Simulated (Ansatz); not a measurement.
The starting structures come from a database of crystals and need not be the phases stable at ambient conditions.

Inside the gap of an insulator the Bloch states are evanescent, with a wavenumber k + iκ along the transport direction.

```
CELL_PARAMETERS angstrom
      4.73874     0.00000     0.00000
      0.00000     9.46131     0.00000
      0.00000     0.00000    11.00805
ATOMIC_POSITIONS crystal
  Cd 0.00000 0.71302 0.07536
  Cd 0.00000 0.28698 0.92464
  Cd 0.00000 0.71302 0.42464
  Cd 0.00000 0.28698 0.57536
  Hg 0.50000 0.73015 0.75000
  Hg 0.50000 0.26985 0.25000
  Hg 0.50000 0.00000 0.50000
  Hg 0.50000 0.00000 0.00000
  As 0.50000 0.73299 0.97868
  As 0.50000 0.26701 0.02132
  As 0.50000 0.73299 0.52132
  As 0.50000 0.26701 0.47868
  Br 0.00000 0.49114 0.75000
  Br 0.00000 0.50886 0.25000
  Br 0.00000 0.93040 0.25000
  Br 0.00000 0.06960 0.75000
```

Space group of this cell: Pmma. The cell was relaxed by PBE-D3(BJ).

Transport runs along the normal of the first two printed cell vectors.

The gap is the functional's own, uncorrected, and κ follows it; spin-orbit coupling is left out. Mid-gap values are interpolated between the computed energies.

**Question.** Compute, with r2SCAN in Ansatz (a first-principles code), the band gap and the smallest decay constant κ at mid-gap.

**Answer.** Gap 1.48 eV on a 6×4×4 mesh; κ = 0.160 1/Å, at the zone centre.
